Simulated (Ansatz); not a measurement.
The parent structure is a 12-atom supercell of Li in the bcc (W type) structure (space group Im-3m, No. 229; a = 3.477 Å) at its relaxed geometry.

All numbers come from r2SCAN (Ansatz, a first-principles code, PAW, without spin-orbit coupling).

One neutral defect a cell, atoms relaxed at fixed cell.

One change was made to it. Results:

The largest displacement of a host atom from its site in the perfect cell comes out as 1.02 Å; the pressure goes from zero to 1.3 GPa.

**Question.** Which of these changes matches the shifts?
A. H interstitial (started 1.83 Å from the nearest host atom)
B. Rb on a Li site, symmetric start
C. Na on a Li site
D. Li interstitial (started 1.83 Å from the nearest host atom), symmetric start
E. Li interstitial (started 1.76 Å from the nearest host atom)

**Answer.** E, Li interstitial (started 1.76 Å from the nearest host atom). For comparison, the largest displacement of a host atom from its site in the perfect cell in the other runs: Li interstitial (started 1.83 Å from the nearest host atom), symmetric start gives 1.18 Å; Rb on a Li site, symmetric start gives 0.28 Å; H interstitial (started 1.83 Å from the nearest host atom) gives 0.40 Å; Na on a Li site gives 0.11 Å.

The cell is small, so the values are those of an ordered compound at a high defect concentration; dilute-limit values will differ. Defects with a symmetric start kept the site's symmetry and may sit on a saddle; the others started slightly shaken. All final runs are without spin polarisation.
